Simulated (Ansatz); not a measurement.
# The (100) surface of germanium, 1 pair of surface atoms bonded, Sn on one of 2 surface atoms, no caps (bottom of the slab: built like the top, H on every dangling bond, free)

Calculation: PBE (plane waves to 420 eV, PAW; Ansatz, a program for electronic structure).

Model: 22-atom slab, 14.8 Å thick at the start with caps and adatoms, 4x7x1 mesh, Fermi-Dirac 0.025 eV, dipole correction, 4 atoms held, the rest relaxed; symmetry of the start imposed; no spin (no spin-polarised run to compare, though such a face may carry moments), no spin-orbit, no U. The slab shows no gap on its mesh. In PBE it is, or lies within 0.01 eV a 1x1 cell of, the lowest of the 3 structures of its composition computed so far; subsurface sites and larger cells were not tried.

```
Item                                             Value
-----------------------------  -----------------------
work function of the top face                  4.19 eV
energy released by relaxation                  0.73 eV
cost                           roughly 19 core-minutes
```
